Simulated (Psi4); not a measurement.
Psi4 1.11, B3LYP/def2-svp: V(O)(F)2(OH) ([O]=[V]([OH])([F])[F]), 6 atoms. The geometry is a generated start, not checked to be a minimum at this level.

```
Property                             Result
--------------------------  ---------------
task                                 energy
method                                b3lyp
basis                              def2-svp
memory                                 3 GB
maxiter                                 100
keys of the molecule block      symmetry c1
scf_type                       df (default)
e_convergence               1e-06 (default)
d_convergence               1e-06 (default)
dft_radial_points              75 (default)
dft_spherical_points          302 (default)
basis functions                          92
grid points                          131294
```

```xyz
6

V      0.2904    -0.2754     0.0487
O      1.2620     0.0262    -1.0764
F      1.1344    -0.1351     1.4449
F     -0.2149    -1.8138    -0.1639
O     -0.9381     0.7445     0.0047
H     -1.5338     1.4536    -0.2579
```

Charge 0 and multiplicity 1 are set for this test and not shown to be the ground state.

With the defaults (diis = true, scf_initial_accelerator = adiis, damping_percentage = 0, diis_max_vecs = 10, guess = auto, which took SAD, soscf = false, soscf_start_convergence = 0.01) it converges in 10 SCF iterations. One run each on 2 threads, with these changes:
- guess = core
- diis_max_vecs = 20
- guess = gwh
- scf_initial_accelerator = ediis
- guess = modhuckel
- soscf = true, soscf_start_convergence = 0.001
- diis = false, scf_initial_accelerator = none, damping_percentage = 60
- scf_initial_accelerator = none
- soscf = true, soscf_start_convergence = 0.1

Which runs fail or end elsewhere than the default run?

No convergence: diis = false, scf_initial_accelerator = none, damping_percentage = 60 (the run ends without SCF convergence in 100 iterations). The rest reach the solution of the defaults.

| setting | SCF iterations | JK calls | end |
|---|---|---|---|
| soscf = true, soscf_start_convergence = 0.1 | 7 | 28 | same solution |
| soscf = true, soscf_start_convergence = 0.001 | 8 | 19 | same solution |
| the defaults | 10 | 11 | same solution |
| diis_max_vecs = 20 | 10 | 11 | same solution |
| scf_initial_accelerator = ediis | 11 | 12 | same solution |
| scf_initial_accelerator = none | 11 | 12 | same solution |
| guess = modhuckel | 12 | 36 | same solution |
| guess = gwh | 15 | 15 | same solution |
| guess = core | 17 | 17 | same solution |
| diis = false, scf_initial_accelerator = none, damping_percentage = 60 | 100 | 101 | no convergence |

An SOSCF iteration holds several JK calls; a Hückel guess adds calls on atoms. 1 further run of the study ended by our limits or in an error and is left out.
